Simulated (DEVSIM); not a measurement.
System: illuminated Si n-on-p cell, one wavelength, with a back-surface field, at 300 K.

Layer 1 from the left is Si, thickness (μm) 0.0710, Nd (cm⁻³) 8.1e17, τn (s) 1.6e-7, τp (s) 1.4e-7, absorption coefficient (cm⁻¹) 370. Layer 2 from the left is Si, thickness (μm) 93.0, Na (cm⁻³) 7.4e16, τn (s) 2.7e-8, τp (s) 2.7e-7, absorption coefficient (cm⁻¹) 370. Layer 3 from the left is Si, thickness (μm) 0.240, Na (cm⁻³) 2.9e18, τn (s) 2.7e-7, τp (s) 2.7e-7, absorption coefficient (cm⁻¹) 370.

Left contact: ohmic, minority hole recombination velocity 8000 cm/s. Right contact: ohmic, minority electron recombination velocity 10 cm/s. Voltage is applied to the left contact. Recombination: SRH at mid-gap, radiative, Auger. Gap narrowing is on: ΔEg = 6.92 meV × (l + √(l² + 0.5)), l = ln(N/1.3e17 cm⁻³), shared equally by both band edges. Light enters at the left, 2.3e18 photons cm⁻² s⁻¹, one pass, no reflection. Mobility is μmin + (μ − μmin)/(1 + (N/Nref)^α).

This is a model device: material constants are rounded textbook-type values typed into the input, and sizes, dopings and lifetimes were drawn at random. Values at 300 K.

Si: gap (eV) 1.124, affinity (eV) 4.05, permittivity 11.7, Nc (cm⁻³) 2.86e19, Nv (cm⁻³) 3.1e19, μn (cm²/Vs) 1417, μp (cm²/Vs) 470, μn,min 52, μp,min 45, Nref,n 9.7e16, Nref,p 2.2e17, αn 0.68, αp 0.72, B (cm³/s) 4.7e-15, Cn (cm⁶/s) 2.8e-31, Cp (cm⁶/s) 9.9e-32.

DEVSIM, 1D drift-diffusion, Boltzmann statistics, complete ionisation; no tunnelling, impact ionisation, image-force lowering or self-heating.

### Question
What does the simulation give for the short-circuit current, the fill factor, the potential step across the device at zero bias, the share of generated pairs collected at short circuit?

### Answer
short-circuit current 81.7 mA/cm²; fill factor 0.82; potential step across the device at zero bias 0.936 V; share of generated pairs collected at short circuit 0.229.
